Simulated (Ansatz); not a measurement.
The parent structure is a 15-atom supercell of SrTiO3 in the cubic perovskite structure (space group Pm-3m, No. 221; a = 3.891 Å) at its relaxed geometry.

The values are results of PBEsol, PAW, 420 eV (Ansatz, an electronic-structure program; without spin-orbit coupling), not measurements.

One thing is altered: a neutral Ti interstitial (started 1.95 Å from the nearest host atom), atoms relaxed at fixed cell, starting from a slightly rattled geometry.

**Question.** Estimate the effect on the final site of the added atom.

**Answer.** The final site of the added atom comes out as 4 O at 1.99 Å (square planar).

**Question.** How does this affect the largest displacement of a host atom from its site in the perfect cell?

**Answer.** The largest displacement of a host atom from its site in the perfect cell comes out as 0.62 Å.

Other magnetic orders, which the real material may have, were not ruled out. The cell is small, so the values are those of an ordered compound at a high defect concentration; dilute-limit values will differ. No Hubbard U is applied, and correlation can decide whether such a compound is a metal. Spin-polarised in the final run: Ti interstitial (started 1.95 Å from the nearest host atom); the other runs are not. Many cubic perovskites are stable only at high temperature; tilts and polar distortions were not tested. The defect cell is spin-polarised and ends with 1.7 μB, a fractional moment that hangs on the mesh and smearing.
